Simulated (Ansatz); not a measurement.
A computed series for hypothetical CsCl type NbAs: pressure series

The parent structure is NbAs in the CsCl type structure (space group Pm-3m, No. 221; a = 3.180 Å; a hypothetical phase, not in the database extracts checked).

Cell and atoms are relaxed at each pressure.

Method: PBEsol (Ansatz, a first-principles code), no SOC.

| pressure (GPa) | volume per atom (Å³/atom) |
|---|---|
| -2 | 16.264 |
| -1 | ? |
| 0 | 16.082 |
| 0.3 | 16.055 |
| 1.5 | 15.953 |
| 3 | 15.829 |
| 5 | 15.672 |
| 7.5 | 15.486 |
| 10 | 15.312 |

Q: Fit the third-order Birch–Murnaghan form P(V) = (3B₀/2)[(V₀/V)^(7/3) − (V₀/V)^(5/3)]·[1 + (3/4)(B₀′ − 4)((V₀/V)^(2/3) − 1)] (squares taken in P) to the rows shown and predict the withheld row.

A: Least squares on the printed values gives V₀ = 16.082 Å³/atom, B₀ = 183 GPa, B₀′ = 4.5; this predicts 16.171 Å³/atom, and the run gives 16.172 Å³/atom, in agreement.

Load acts through the strain it causes; cell and atoms are relaxed under it. Stability against distortions was not tested. Competing high-pressure phases were not computed. The final runs are not spin-polarised.
